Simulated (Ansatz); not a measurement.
For TiSi (model structure, from the CsCl type, Pm-3m, No. 221), PBE (plane waves, PAW; Ansatz, a program for electronic structure) gives:

| Item | Value |
|---|---|
| lattice parameter a | 3.112 Å |
| enthalpy of formation | -0.271 eV/atom |

**Question.** What does r²SCAN (plane waves, PAW; Ansatz) give for the same quantities?

**Answer.** 
- lattice constant a: 3.098 Å (shrinks by 0.4 %)
- formation enthalpy: -0.231 eV/atom (moves by +0.040 eV/atom)

Changes are worked out from the printed values.

Unless a cell is named, each level is at its own relaxed cell (PBE 15.08, r²SCAN 14.87 Å³/atom).

Ansatz's density-functional and Hartree–Fock values are scalar-relativistic unless marked +SOC, with PAW data made under PBE.

A model structure was made by putting elements into a prototype or built by hand; it is no filed structure, need not be a known phase, and can be a saddle point held by its symmetry.
